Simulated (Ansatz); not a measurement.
**A computed series for Te: element substitutions**

Base system: Te (space group P3_121, No. 152; made of chains).

```
Te
1.0
    4.31692     0.00000     0.00000
   -2.15846     3.73856     0.00000
    0.00000     0.00000     5.95543
Te
3
Direct
  0.28416   0.00000   0.33333
  0.00000   0.28416   0.66667
  0.71584   0.71584   0.00000
```

Each row replaces one element on all its sites; cell and atoms are relaxed.

The values are results of PBEsol in Ansatz (plane waves to 420 eV, PAW, spin-orbit coupling left out), earlier PAW set, not measurements.

```csv
variant,space group,volume per atom
base,P3_121 (No. 152),32.04 Å³
Te → W,R-3m (No. 166),16.10 Å³
Te → Ge,Pm-3m (No. 221),18.99 Å³
Te → Sn,R-3m (No. 166),27.83 Å³
Te → Pd,Fm-3m (No. 225),14.55 Å³
```

No phonon test of stability was made. As relaxed here, W, Ge and Sn are hypothetical phases, not in the database extracts checked. The final runs are not spin-polarised. No dispersion term is included in the PBEsol runs.

Ansatz is a first-principles code.
